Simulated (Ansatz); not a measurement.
The parent structure is MgO in the rock salt structure (space group Fm-3m, No. 225; a = 4.214 Å). Axes: x, y, z lie along the cube axes.

Calculations: PBEsol in Ansatz (plane waves to 420 eV, PAW, without spin-orbit coupling).

For the base:

- Valence-band top at Γ = 0.00, 0.00, 0.00 eV

It is then changed as follows: tensile biaxial strain of 4.14 % in the plane normal to [001], as in epitaxy on a mismatched substrate; the out-of-plane cell vector and the atoms relax.

Question: Predict the new energy relative to the base, valence-band top at Γ, in-plane stress and ratio −ε⊥/ε∥.

Answer: The energy grows by 28 meV/atom; the valence-band top at Γ (three highest levels, from the VBM) changes from 0.00, 0.00, 0.00 eV to 0.00, 0.00, -0.16 eV; the mean in-plane stress (compression positive) is -10.4 GPa; the ratio −ε⊥/ε∥ amounts to 0.55.

The levels and masses belong to the bands next to the band gap. Whether these cells are dynamically stable was not tested.

Ansatz is a quantum-chemistry and plane-wave program.
